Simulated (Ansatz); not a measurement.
Surface energy of faces of hcp Ru in PBE and in RPBE, in Ansatz (plane waves, PAW). Symmetric slabs relaxed with PBE from ideal cuts in 1x1 cells (the lowest computed cut and spin start of each face; real faces may reconstruct in larger cells); RPBE values are single points on them, with the bulk at the same level. No spin-orbit coupling, no U.

```tsv
face	PBE (J/m²)	RPBE (J/m²)
(0001)	2.62	2.38
(10-10)	2.95	2.72
(10-11)	2.92	2.68
(10-12)	3.07	?
(10-13)	3.06	2.80
(11-20)	3.40	3.13
(11-21)	3.32	3.05
(11-22)	3.18	2.92
(20-21)	3.02	2.77
```

Problem. Fit a straight line y = a·x + b by least squares to the 8 complete rows (x: PBE (J/m²); y: RPBE (J/m²)).

Solution. the means are x̄ = 3.0587 and ȳ = 2.8062; Σ(x − x̄)² = 0.42449 and Σ(x − x̄)(y − ȳ) = 0.40326, so a = 0.950 and b = ȳ − a·x̄ = -0.100. The largest residual is 0.017.

Problem. What does the line predict for the withheld row, (10-12), and what did the calculation give?

Solution. the line gives 2.82; the calculation gave 2.81, a miss of -0.01, of the size of the fitted rows' scatter and rounding.

Ansatz is a program for electronic structure.
